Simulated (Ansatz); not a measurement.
Lattice parameter a of BeSe (model structure, started from the BeO type, P4₂/mnm, No. 136, 8 atoms in the cell) at several levels of theory

No measured value is used here.

```json
[
 {"level (code)": "LDA (Ansatz)", "value (Å)": "6.169"},
 {"level (code)": "PBE (Ansatz)", "value (Å)": "6.295"},
 {"level (code)": "PBEsol (Ansatz)", "value (Å)": "6.229"},
 {"level (code)": "PBE-D3(BJ) (Ansatz)", "value (Å)": "6.198"}
]
```

Ansatz's density-functional and Hartree–Fock values are scalar-relativistic unless marked +SOC, with PAW data made under PBE.

A model structure was made by putting elements into a prototype or built by hand; it is no filed structure, need not be a known phase, and can be a saddle point held by its symmetry.

Ansatz is a program for electronic structure.
